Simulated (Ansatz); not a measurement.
System: SiC (model structure, P6₂22, No. 180, 6 atoms in the cell). Method: PBEsol (Ansatz, an electronic-structure program, PAW).

Numerical settings: plane-wave cutoff 520 eV, 24×24×8 k mesh (along the axes of the cell as run), Fermi–Dirac smearing 0.05 eV, scalar-relativistic PAW data made under PBE.

Cell (relaxed with PBEsol):

```xyz
6
Lattice="3.0657 0.0000 0.0000 -1.5329 2.6550 0.0000 0.0000 0.0000 7.0312" Properties=species:S:1:pos:R:3 pbc="T T T"
Si     1.5329     0.0000     4.6874
Si    -0.7664     1.3275     2.3437
Si     0.7664     1.3275     0.0000
C      1.5329     0.0000     1.1719
C     -0.7664     1.3275     5.8593
C      0.7664     1.3275     3.5156
```

Estimate the band gap and direct gap at Γ that the calculation returns.


- band gap = 0.77 eV (on the SCF k mesh)
- direct gap at Γ = 3.35 eV

Note: the relaxation could raise the start's symmetry but not lower it, so the cell can be a saddle point.

It cost around 16 core-seconds (rough) of CPU time.

A model structure was made by putting elements into a prototype or built by hand; it is no filed structure, need not be a known phase, and can be a saddle point held by its symmetry.
